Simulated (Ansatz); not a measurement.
Start from CdS in the zinc blende structure (space group F-43m, No. 216; a = 5.757 Å). Axes: x, y, z lie along the cube axes.

Level of theory: LDA, PAW, 420 eV (Ansatz, a program for electronic structure; spin-orbit coupling left out).

Before the change:

```
Quantity                Value
-------------  --------------
Band gap              0.95 eV
Electron mass  0.10 mₑ (at Γ)
```

Perturbation: tensile biaxial strain of 0.42 % in the plane normal to [111], as in epitaxy on a mismatched substrate; the out-of-plane cell vector and the atoms relax.

Q: What happens to the band gap?

A: The band gap drops by 0.03 eV, from 0.95 eV to 0.92 eV.

Q: What happens to the electron mass?

A: The electron mass is still 0.10 mₑ (at Γ).

Q: What happens to the energy relative to the base?

A: The energy hardly moves.

Effective masses come from finite differences of ±0.01 Å⁻¹. Whether these cells are dynamically stable was not tested.
